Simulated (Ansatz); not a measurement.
## CsCl-type IrAl (model structure)

The numbers are results of r²SCAN-D4 in Ansatz (PAW), not measurements.

Run with plane-wave cutoff 500 eV, 18×18×18 k mesh, Fermi–Dirac smearing 0.1 eV, no spin polarisation, scalar-relativistic PAW data made under PBE.

Cell (relaxed at this level):

```
AlIr
1.0
    2.98453     0.00000     0.00000
    0.00000     2.98453     0.00000
    0.00000     0.00000     2.98453
Al Ir
1 1
Direct
  0.50000   0.50000   0.50000
  0.00000   0.00000   0.00000
```

```yaml
band_gap: zero (no gap)
```

Note: the relaxation could raise the start's symmetry but not lower it, so the cell can be a saddle point.

Spin–orbit coupling is not included.

Static lattice: no zero-point or thermal effects.

Cost on a shared machine: about 50 core-seconds (a rough figure).

A model structure was made by putting elements into a prototype or built by hand; it is no filed structure, need not be a known phase, and can be a saddle point held by its symmetry.

Ansatz is a quantum-chemistry and plane-wave program.
